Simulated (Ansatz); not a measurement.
Input:

```
BAs
1.0
    0.02057     2.39193     2.39193
    2.39193     0.02057     2.39193
    2.41250     2.41250     0.00000
B As
1 1
Direct
  0.00070   0.00070   0.99930
  0.24930   0.24930   0.25070
```

No spin polarisation.

The values are results of Ansatz (a program for electronic structure) r2SCAN, spin-orbit coupling left out, not measurements. k-mesh 12×12×12 (Γ-centred); smearing 0.05 eV (Fermi–Dirac).

Q: Predict the valence-band top at Γ (three highest levels, from the VBM).

A: 0.00, -0.07, -0.13 eV.

Q: What is the computed band gap?

A: 1.28 eV.

Q: Estimate the smallest direct gap.

A: 3.23 eV.

The cells carry an imposed strain or load. Stability against distortions was not tested. The cell was made from BAs in the zinc blende structure (space group F-43m, No. 216) by this change: tensor shear ε_xy = +0.86 %.
